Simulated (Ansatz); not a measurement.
Consider Hf in the hcp (Mg type) structure (space group P6_3/mmc, No. 194; a = 3.1979 Å, c = 5.0474 Å).

All numbers come from r2SCAN, PAW, 500 eV (Ansatz, a first-principles code; no spin-orbit coupling).

For the base:

Band gap: zero
Volume per atom: 22.35 Å³

Modification: a hydrostatic pressure of 0.9 GPa.

Question: What does the calculation give for the band gap after the change?

Answer: The band gap stays zero.

Question: What happens to the volume per atom?

Answer: The volume per atom drops by 0.18 Å³ (22.35 Å³ → 22.17 Å³).

Load acts through the strain it causes; cell and atoms are relaxed under it. Whether these cells are dynamically stable was not tested. All final runs are without spin polarisation.
